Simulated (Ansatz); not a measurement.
O interstitial started as a split pair with O in monoclinic HfO2 (start: split with O(1); 96-site cell, 2×2×2 shifted sampling). Computed with PBE, PAW (plane waves to 420 eV; Ansatz, a first-principles code). Total energies of the localised charge states, counted from that of charge +1, and their image corrections (point charge with alignment); the host's valence-band maximum lies at 13.691 eV on the cells' energy zero and its gap is 4.04 eV.

```json
[
 {"charge": "+1", "moment (μB)": "1.0", "E − E(first) (eV)": "0.000", "correction (eV)": "0.156"},
 {"charge": "0", "moment (μB)": "0.0", "E − E(first) (eV)": "14.115", "correction (eV)": "0.000"},
 {"charge": "−1", "moment (μB)": "1.0", "E − E(first) (eV)": "29.536", "correction (eV)": "-0.011"},
 {"charge": "−2", "moment (μB)": "not spin-polarised", "E − E(first) (eV)": "44.083", "correction (eV)": "0.118"}
]
```

Question: Derive the transition levels above the valence-band maximum and say which of them are thermodynamic.

Answer: A level is the Fermi energy at which two charges have equal formation energy: ε(q/q′) = [E(q′) + corr(q′) − E(q) − corr(q)] / (q − q′) − E_VBM.
ε(+1/0) = [(14.115 + 0.000) − (0.000 + 0.156)] / 1 − 13.691 = 0.27 eV
ε(0/−1) = [(29.536 + -0.011) − (14.115 + 0.000)] / 1 − 13.691 = 1.72 eV
ε(−1/−2) = [(44.083 + 0.118) − (29.536 + -0.011)] / 1 − 13.691 = 0.99 eV
Charge −1 lies above the lower envelope where its neighbours cross, so the level that counts is ε(0/−2) = [(44.083 + 0.118) − (14.115 + 0.000)] / 2 − 13.691 = 1.35 eV.
Thermodynamic levels at least 0.1 eV inside the gap: (+1/0) at 0.27 eV; (0/−2) at 1.35 eV. They hold to tenths of an eV in this cell. Charges with a result: +1, 0, −1, −2. Others weren't obtained, and one of them could lie lower, also by skipping a charge. The geometries come from one start. Flagged in the runs: a host whose relaxation on this sampling wasn't shown to rest, a strain field that reaches the edge of the cell.
